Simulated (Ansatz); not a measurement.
```
KSnI3
1.0
    4.21925     2.43598     3.67349
   -4.21925     2.43598     3.67349
    0.00000    -4.87197     3.67349
K Sn I
1 1 3
Direct
  0.06571   0.06571   0.06571
  0.48969   0.48969   0.48969
  0.46137   0.46137   0.97784
  0.97784   0.46137   0.46137
  0.46137   0.97784   0.46137
```

The cell was generated from a structure type, relaxed within its symmetry, and need not be the phase found at ambient conditions. Spin-orbit coupling is not included. K is the large-site (A) cation and Sn the one bonded closest to the anions (B).

Task: Give the diagonal Born effective charges atom by atom and the electronic dielectric tensor from linear response, DFT at the LDA level (Ansatz, a program for electronic structure).

Result: 
```csv
atom,Z*xx,Z*yy,Z*zz
K1,1.29,1.29,1.15
Sn2,5.32,5.32,5.54
I3,-0.68,-3.73,-2.23
I4,-2.97,-1.44,-2.23
I5,-2.97,-1.44,-2.23
```

ε∞ diagonal: 8.4, 8.4, 8.6. The k mesh is 4×4×4. The program warned that the k mesh resolves the field response only roughly, so the permittivities and charges are not converged. At this level the polar cell without biaxial strain is unstable to a cell-doubling distortion (lowest mode away from Γ 36i cm⁻¹ on a 2×2×2 mesh), so it is not the ground state. At Γ this cell has an unstable mode of 30i cm⁻¹, so it is a symmetry-held saddle and not a minimum.

The PAW data sets were generated under PBE and serve the other functionals too.
